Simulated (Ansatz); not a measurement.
TiC (model structure, started from the NbAs type, I4₁md, No. 109, 4 atoms in the cell): equilibrium lattice constant a by level of theory

No measured value is used here.

| level (code) | value (Å) |
|---|---|
| LDA (Ansatz) | 2.772 |
| PBEsol (Ansatz) | ? |
| r²SCAN (Ansatz) | 2.825 |
| r²SCAN+rVV10 (Ansatz) | 2.820 |

**Question.** Some entries are withheld; supply them.

**Answer.** 
- PBEsol (Ansatz, a program for electronic structure), value (Å): 2.794

Cutoffs differ between the levels. Ansatz's density-functional and Hartree–Fock values are scalar-relativistic unless marked +SOC, with PAW data made under PBE.

A model structure was made by putting elements into a prototype or built by hand; it is no filed structure, need not be a known phase, and can be a saddle point held by its symmetry.
